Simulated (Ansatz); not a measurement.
Cells marked so need not be the phases stable at ambient conditions, and some may be hypothetical.

By PBEsol, each system below comes out a metal.

G/A = (e²/h) × open channels of both spins per area, as a mean over 0.1 eV about the Fermi level, without spin-orbit coupling, for the cells as given.

A. LaB2Rh3 (P6/mmm, not sure to be the ambient phase, 6 atoms a cell, 13.7 Å³ an atom, -5 GPa at this level), current normal to (001)
B. Be (P6_3/mmc, hcp (Mg type), 2 atoms a cell, 7.9 Å³ an atom, -2 GPa at this level), current normal to (111)
C. Tl (Im-3m, bcc (W type), not sure to be the ambient phase, 1 atom a cell, 29.9 Å³ an atom, -2 GPa at this level), current normal to (111)

Put the candidates in order of ballistic conductance per area, highest first, for PBEsol run with Ansatz (a first-principles code).

A (1.1 × 10¹⁵ S/m²), C (0.77 × 10¹⁵ S/m²), B (0.43 × 10¹⁵ S/m²)
